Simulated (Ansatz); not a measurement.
# How far PBE and r2SCAN part for ZrSi2, Zr → Ti

Base system: ZrSi₂ (space group Cmcm, No. 63; a = 3.7044 Å, b = 14.7922 Å, c = 3.6789 Å).

(Cell as relaxed with PBE.)

Levels (all Ansatz, an electronic-structure program, PAW): PBE (420 eV, no spin-orbit coupling); r2SCAN (500 eV, without spin-orbit coupling).

Each level relaxes its own structure.

| base | PBE | r2SCAN |
|---|---|---|
| volume per atom | 16.80 Å³ | 16.75 Å³ |
| band gap | zero | zero |

Modification: every Zr is replaced by Ti, then cell and atoms are relaxed.

```json
[
 {"quantity": "shortest interatomic distance", "PBE": "2.404 Å", "r2SCAN": "2.380 Å"},
 {"quantity": "band gap", "PBE": "zero", "r2SCAN": "zero"}
]
```

PBE's shortest interatomic distance lies 0.024 Å above r2SCAN's (1.0 %); the two agree on the band gap. Neither level is exact; r2SCAN is the comparison here, not a measurement.

Whether these cells are dynamically stable was not tested. All final runs are without spin polarisation.
